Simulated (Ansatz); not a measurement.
MgO (within 0.1 Å of P3m1, No. 156, 12 atoms in the cell; start mp-775808; a measured phase of this formula has another space group), treated with r²SCAN in Ansatz (plane waves, PAW).

Settings: plane-wave cutoff 560 eV, 12×12×4 k mesh (along the axes of the cell as run), Fermi–Dirac smearing 0.01 eV, scalar-relativistic PAW data made under PBE.

Cell (relaxed with PBEsol):

```cif
data_Mg6O6
_chemical_formula_sum 'Mg6 O6'
_space_group_name_H-M_alt 'P3m1'
_space_group_IT_number 156
_space_group_name_Hall 'P 3 -2"'
_cell_length_a 3.26518
_cell_length_b 3.26518
_cell_length_c 15.50900
_cell_angle_alpha 90.000
_cell_angle_beta 90.000
_cell_angle_gamma 120.000
loop_
_atom_site_label
_atom_site_type_symbol
_atom_site_symmetry_multiplicity
_atom_site_Wyckoff_symbol
_atom_site_fract_x
_atom_site_fract_y
_atom_site_fract_z
_atom_site_occupancy
Mg1 Mg 1 c 0.66667 0.33333 0.35188 1
Mg2 Mg 1 c 0.66667 0.33333 0.02071 1
Mg3 Mg 1 a 0.00000 0.00000 0.18631 1
Mg4 Mg 1 a 0.00000 0.00000 0.51809 1
Mg5 Mg 1 a 0.00000 0.00000 0.85251 1
Mg6 Mg 1 b 0.33333 0.66667 0.68629 1
O1 O 1 c 0.66667 0.33333 0.14833 1
O2 O 1 c 0.66667 0.33333 0.47954 1
O3 O 1 a 0.00000 0.00000 0.98145 1
O4 O 1 a 0.00000 0.00000 0.31391 1
O5 O 1 a 0.00000 0.00000 0.64703 1
O6 O 1 b 0.33333 0.66667 0.81395 1
```

Question: Estimate the band gap that the calculation returns.

Answer: 
- band gap = 4.23 eV (direct)

Note: cell and atoms aren't relaxed at this level (pressure -0.9 GPa).

Cost on a shared machine: very roughly 4 core-minutes.

A start named mp-… is a Materials Project structure, which need not be a measured phase.

Ansatz is a first-principles code.
